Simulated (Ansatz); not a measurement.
The starting structures come from a database of crystals and need not be the phases stable at ambient conditions.

 Where the default PAW files enter, the runs use the earlier of Ansatz's two default sets.

**Evanescent states of BiTeI (P3m1, not sure to be the ambient phase, 3 atoms a cell, 37.2 Å³ an atom) along the normal of (001)**

Method: PBEsol (plane waves, PAW; Ansatz, an electronic-structure program).

The gap is the functional's own. No spin-orbit coupling. Mid-gap values are interpolated on the energy grid.

Energies count from the valence-band top; κ is the least over a 12×12 mesh across the current.

```json
[
 {"E (eV)": "0.04", "κ (1/Å)": "0.058", "where": "Γ"},
 {"E (eV)": "0.10", "κ (1/Å)": "0.097", "where": "Γ"},
 {"E (eV)": "0.17", "κ (1/Å)": "0.121", "where": "Γ"},
 {"E (eV)": "0.24", "κ (1/Å)": "0.139", "where": "Γ"},
 {"E (eV)": "0.32", "κ (1/Å)": "0.152", "where": "Γ"},
 {"E (eV)": "0.39", "κ (1/Å)": "0.159", "where": "off Γ"},
 {"E (eV)": "0.46", "κ (1/Å)": "0.162", "where": "off Γ"},
 {"E (eV)": "0.53", "κ (1/Å)": "0.163", "where": "off Γ"},
 {"E (eV)": "0.59", "κ (1/Å)": "0.163", "where": "off Γ"},
 {"E (eV)": "0.67", "κ (1/Å)": "0.163", "where": "off Γ"},
 {"E (eV)": "0.73", "κ (1/Å)": "0.161", "where": "off Γ"},
 {"E (eV)": "0.81", "κ (1/Å)": "0.156", "where": "Γ"},
 {"E (eV)": "0.88", "κ (1/Å)": "0.144", "where": "Γ"},
 {"E (eV)": "0.94", "κ (1/Å)": "0.125", "where": "Γ"},
 {"E (eV)": "1.01", "κ (1/Å)": "0.098", "where": "Γ"},
 {"E (eV)": "1.08", "κ (1/Å)": "0.043", "where": "Γ"}
]
```

Task: How thick must the barrier be to attenuate the transmission by 10^4 when the electrodes' Fermi level lies at 1.01 eV, and what attenuation does that film give at 0.88 eV?

Result: d = 4 ln 10 / (2 × 0.098) = 47.0 Å. At 0.88 eV it gives 4 × 0.144/0.098 = 5.9 decades.
